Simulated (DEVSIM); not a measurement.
## Si p+/n-/n+ power diode

Structure: Si p+/n-/n+ power diode, at 250 K.

```tsv
layer (left to right)	material	thickness (μm)	Nd (cm⁻³)	Na (cm⁻³)	τn (s)	τp (s)
1	Si	1.80	-	1e18	5.1e-5	5.1e-5
2	Si	21.0	1.5e15	-	5.1e-5	5.1e-5
3	Si	1.10	1.9e18	-	5.1e-5	5.1e-5
```

Left contact: ohmic. Right contact: ohmic. Voltage is applied to the left contact. Recombination: SRH at mid-gap, radiative. Mobility is constant in doping.

This is a model device: material constants are rounded textbook-type values typed into the input, and sizes, dopings and lifetimes were drawn at random. Values at 300 K; Nc and Nv go as T^1.5, mobilities as T to minus their exponent, the gap by Varshni's rule with the affinity fixed.

```csv
parameter,Si
gap (eV),1.124
affinity (eV),4.05
permittivity,11.7
Nc (cm⁻³),2.86e19
Nv (cm⁻³),3.1e19
μn (cm²/Vs),1417
μp (cm²/Vs),470
T exponent of μn,2.3
T exponent of μp,2.2
B (cm³/s),4.7e-15
Varshni α (eV/K),0.000473
Varshni β (K),636
```

Simulated with DEVSIM: 1D drift-diffusion, Boltzmann statistics, complete ionisation; no tunnelling, impact ionisation, image-force lowering or self-heating.

The potential step across the device at zero bias comes out as 1.016 V and the dark forward voltage at 1 A/cm² is 0.768 V. The dark forward voltage at 100 A/cm² comes out as 0.878 V.

Dark reverse current:

| V (V) | J (A/cm²) |
|---|---|
| -2.00 | -1.1e-11 |
| -5.00 | -2.0e-11 |
| -10.00 | -3.1e-11 |
| -15.00 | -3.9e-11 |
| -20.00 | -4.6e-11 |
| -30.00 | -5.8e-11 |
| -40.00 | -6.8e-11 |
| -50.00 | -7.6e-11 |
| -65.00 | -8.8e-11 |
| -80.00 | -9.8e-11 |
| -100.00 | -1.1e-10 |

Dark forward current:

| V (V) | J (A/cm²) |
|---|---|
| 0.05 | 1.7e-12 |
| 0.10 | 7.1e-12 |
| 0.15 | 2.5e-11 |
| 0.20 | 8.8e-11 |
| 0.25 | 3.3e-10 |
| 0.30 | 1.4e-9 |
| 0.35 | 7.5e-9 |
| 0.40 | 5.4e-8 |
| 0.45 | 4.7e-7 |
| 0.50 | 4.5e-6 |
| 0.55 | 4.5e-5 |
| 0.60 | 0.00046 |
| 0.65 | 0.0046 |
| 0.70 | 0.046 |
| 0.75 | 0.44 |
| 0.80 | 4.2 |
| 0.85 | 35 |
| 0.90 | 230 |
| 0.95 | 1000 |
| 1.00 | 3100 |
